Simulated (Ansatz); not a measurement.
Consider MoS$_{2}$ in the 2H-MoS2 type structure (space group P6_3/mmc, No. 194; a = 3.1090 Å, c = 11.7088 Å; layered, stacked along the Cartesian z axis).

The values are results of Kohn–Sham DFT with the PBEsol-D3(BJ) functional, run in Ansatz (an electronic-structure program) with PAW and 420 eV plane waves, without spin-orbit coupling, not measurements.

One change was made to it. Results:

The band gap goes from 0.52 eV to zero; the lattice parameter a decreases by 0.255 Å to 2.854 Å.

Which change produced these results?
A. pressure 50 GPa
B. pressure 7 GPa
C. pressure 15 GPa
D. pressure −2 GPa

A, pressure 50 GPa. For comparison, the lattice parameter a in the other runs: pressure 7 GPa gives 3.057 Å; pressure −2 GPa gives 3.127 Å; pressure 15 GPa gives 3.009 Å.

The mesh was chosen for an insulator and is coarse for the gapless case. Load acts through the strain it causes; cell and atoms are relaxed under it. Stability against distortions was not tested. No other phases were tried under pressure. All final runs are without spin polarisation. A zero or small gap of MoS2 under pressure 7 GPa and MoS2 under pressure 15 GPa can be the functional's error rather than a property of the material.
